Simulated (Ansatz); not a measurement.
Worked example: self-consistent single point of BiS (C2/m, 4 atoms in the cell) in Ansatz (a quantum-chemistry and plane-wave program)

Computed with LDA (PW92), default PAW files made with PBE (plane waves; Ansatz).

The input file:

Ansatz 0.2 input:
```yaml
# BiS
crystal:
  lattice:
    - [2.832874, -2.790492, 0.000000]
    - [2.832874, 2.790492, 0.000000]
    - [-1.650002, 0.000000, 10.870598]
  atoms:
    - { symbol: Bi, position: [0.189180, 0.189180, 0.342710] }
    - { symbol: Bi, position: [0.810820, 0.810820, 0.657290] }
    - { symbol: S, position: [0.733610, 0.733610, 0.385600] }
    - { symbol: S, position: [0.266390, 0.266390, 0.614400] }
basis:
  ecutwfc: 420.0
kpoints:
  mp_grid:
    grid: [8, 8, 3]
hamiltonian:
  xc: lda
  pseudopotentials:
    kind: paw
scf:
  occupations:
    method: fermi_dirac
    width: 0.1
output:
  forces: true
  eigenvalues: true
  stress: true
```

Output (repeated stretches shortened):

```
WARN ansatz: RAYON_NUM_THREADS=1 ignored (pool sized by the plan → 1); use --threads N
Pseudopotentials: kind: paw
Pseudopotential: Bi, paw, valence charge 15
Pseudopotential: S, paw, valence charge 6
Crystal: 4 atoms, lattice volume = 171.867 Å³
Basis set: ecut = 420 eV, 3367 PW (Γ)
Bands: 26, of which v1, the nominal top of the filled ones, is band 21 counted from 1 (20 counted from 0)
Symmetry: 4 space group operations
Space group: C2/m (ITA 12), of the structure as read, at distance tolerance 5.6e-5 Å
k-points: 57 of 192
PAW frozen core: Bi, regenerated for the run's functional, and the local potential with it
PAW frozen core: S, regenerated for the run's functional, and the local potential with it
Initial density: superposition of atomic densities (neutral atoms: chi_scale 0, normalization atom), corrected by the library's trained network
Initial wavefunctions: pseudopotential atomic-orbital guess
Eigensolver: davidson
Functional: x = slater, c = lda
SCF iter   1: F=—  HF=-25910.805007 eV  |F-HF|=—  |Δ(HF+E_count)|=         —  Δρ=5.28e-3  dr2=7.49e-2  ethr=1.77e-3  ⟨swp⟩=6.7  Hψ=7292  notcnv=0
all-band conjugate gradients solve this SCF's bands
preconditioner: auto → LDOS
SCF iter   2: F=—  HF=-25910.792201 eV  |F-HF|=—  |Δ(HF+E_count)|=   1.28e-2  Δρ=2.14e-3  dr2=1.74e-2  ethr=1.78e-4  ⟨swp⟩=2.7  Hψ=3269  notcnv=0
SCF iter   3: F=—  HF=-25910.788488 eV  |F-HF|=—  |Δ(HF+E_count)|=   3.71e-3  Δρ=6.70e-4  dr2=1.63e-3  ethr=4.14e-5  ⟨swp⟩=2.1  Hψ=2522  notcnv=0
SCF iter   4: F=—  HF=-25910.788136 eV  |F-HF|=—  |Δ(HF+E_count)|=   3.53e-4  Δρ=1.47e-4  dr2=5.37e-5  ethr=3.89e-6  ⟨swp⟩=2.0  Hψ=2454  notcnv=0
SCF iter   5: F=—  HF=-25910.788130 eV  |F-HF|=—  |Δ(HF+E_count)|=   5.67e-6  Δρ=3.84e-5  dr2=3.89e-6  ethr=1.28e-7  ⟨swp⟩=2.8  Hψ=2931  notcnv=0
SCF iter   6: F=—  HF=-25910.788131 eV  |F-HF|=—  |Δ(HF+E_count)|=   8.38e-7  Δρ=1.14e-5  dr2=3.02e-7  ethr=9.26e-9  ⟨swp⟩=2.0  Hψ=1885  notcnv=0
SCF iter   7: F=-25910.788131 eV  HF=-25910.788131 eV  |F-HF|=5.77e-9  |Δ(HF+E_count)|=   1.38e-8  Δρ=2.42e-6  dr2=1.33e-8  ethr=2.38e-10  ⟨swp⟩=6.4  Hψ=7037  notcnv=0
SCF 1 converged in 7 iterations: F = -25910.788131 eV  dr2 = 1.33e-8
SCF converged after 7 iterations
Free energy (F): -25910.788131 eV
Harris-Foulkes:  -25910.788131 eV  (|F-HF|=5.77e-9)
Internal energy: -25910.733931 eV  (E = F + TS)
E sigma→0 (E₀):  -25910.761031 eV
Entropy (-TS):   -0.054200 eV (-13.550 meV/atom)
Fermi energy:    4.141835 eV
--- Per-component energies (eV) ---
  E_band       = -440.824747
  E_kinetic    = 815.962453
  E_local      = -7236.808066  (includes V_loc(G=0)·N_el)
  E_nonlocal   = 1189.601254
  E_hartree    = 2921.272854
  E_xc         = -492.371391
  E_vxc        = -463.075914  (∫ρ·V_xc dr)
  E_paw        = -21842.732967  (= ΣΔE_a)
  E_vpaw       = -589.044919  (= ΣTr[D̂ρ^β])
  E_aug_tail   = -0.001047  (compensation charges beyond the density's cutoff)
  E_ewald      = -1265.953646
  E_core_change = 0.296625  (= ΣΔE_core)
  E_smearing   = -0.054200  (= −TS)
  E_closure    = -0.000000  (closes the sum)
  Σ components = -25910.788131   (vs F -25910.788131, Δ=0.00e0)
--- Forces (eV/Å), atoms counted from 1 ---
  atom   1  Bi     0.01271792    -0.00000000     0.31442111
  atom   2  Bi    -0.01271792     0.00000000    -0.31442111
  atom   3  S     -0.04705222     0.00000000     0.09540377
  atom   4  S      0.04705222    -0.00000000    -0.09540377
  max |Σ_I F_I| component: 5.55e-17 eV/Å
--- Stress (GPa, compression-positive) ---
       -2.085821       0.000000       0.068075
        0.000000      -1.739267       0.000000
        0.068075       0.000000      -1.261657
  P = ⅓ Tr σ = -1.6956 GPa (-16.956 kbar)
  The stress holds the Pulay correction. Without it, at fixed plane waves, as pw.x and ABINIT print it: P = -1.7093 GPa
--- Band table (eV; the first three rows and the last of 57) ---
  k-point 0: bands = ["-19.3756", "-19.3731", "-19.3516", "-19.3487", "-19.2701", "-19.2608", "-19.2554", "-19.2469", "-19.2427", "-19.2382", "-11.0783", "-10.0098", "-5.7099", "-4.6886", "-1.0741", "-0.4272", "-0.3351", "0.3831", "0.4669", [...]
  k-point 1: bands = ["-19.3756", "-19.3731", "-19.3516", "-19.3487", "-19.2701", "-19.2608", "-19.2554", "-19.2469", "-19.2427", "-19.2382", "-11.0782", "-10.0099", "-5.7101", "-4.6881", "-1.0713", "-0.4272", "-0.3351", "0.3831", "0.4667", [...]
  k-point 2: bands = ["-19.3713", "-19.3690", "-19.3544", "-19.3515", "-19.2673", "-19.2590", "-19.2554", "-19.2480", "-19.2424", "-19.2390", "-10.9594", "-9.9014", "-6.0222", "-4.9891", "-1.1247", "-0.2676", "-0.2055", "0.5516", "0.7940", "2.2117", [...]
  k-point 56: bands = ["-19.4044", "-19.4032", "-19.3150", "-19.3139", "-19.2638", "-19.2613", "-19.2526", "-19.2500", "-19.2263", "-19.2261", "-8.8363", "-8.8363", "-6.6838", "-6.6772", "-2.4848", "-2.3667", "-1.5324", "-1.4080", "0.8197", [...]
```

The run converged in 7 iterations.

The starting cell comes from a database of computed structures (which also holds hypothetical and non-ambient phases and stackings), without a prior relaxation at this level. Its lattice was rescaled by up to half a per cent. Spin-orbit coupling is off. Ansatz's pressure includes its estimate of the finite-basis (Pulay) stress. The run gives no clean gap (levels at the Fermi energy touch, overlap or are partly filled at this smearing), which alone does not show that the compound is a metal.
